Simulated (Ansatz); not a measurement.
We consider bcc Sr (high-temperature phase), described by LDA in Ansatz (PAW).

Numerical settings: plane-wave cutoff 520 eV, 16×16×16 k mesh, Fermi–Dirac smearing 0.05 eV, scalar-relativistic PAW data made under PBE.

Cell (relaxed at this level):

```
Sr
1.0
   -2.28557     2.28557     2.28557
    2.28557    -2.28557     2.28557
    2.28557     2.28557    -2.28557
Sr
1
Direct
  0.00000   0.00000   0.00000
```

Question: What does this level give for the bulk modulus?

Answer: 
- bulk modulus: 14.1 GPa

The run finds no gap.

Note: the bulk modulus is −V dP/dV from two relaxed cells at ±2 % in volume; symmetry holds this phase in the static calculation, where it need not be a minimum; the volume lies 16 % below that of the published cell.

Ansatz is a program for electronic structure.
